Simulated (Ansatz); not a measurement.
Relaxation of the outer planes of the (110) surface of bcc Ta in its 1x1 cell, outermost plane spacing 2.35 Å in the ideal cut.

Computed with PBE (plane waves to 420 eV, PAW; Ansatz, a program for electronic structure).

Set-up: 8 atoms, 16.4 Å thick at the start; mesh 14x14x1; 0.1 eV smearing; dipole correction on; all atoms relaxed; start symmetry kept, larger cells not searched; no spin, no spin-orbit, no U.

```json
[
 {"plane": "1", "atoms": "Ta", "bulk spacing to the next (Å)": "2.347", "relaxed spacing (Å)": "2.247", "change (%)": "-4.3", "rumpling (Å)": "0.00"},
 {"plane": "2", "atoms": "Ta", "bulk spacing to the next (Å)": "2.347", "relaxed spacing (Å)": "2.347", "change (%)": "0.0", "rumpling (Å)": "0.00"}
]
```
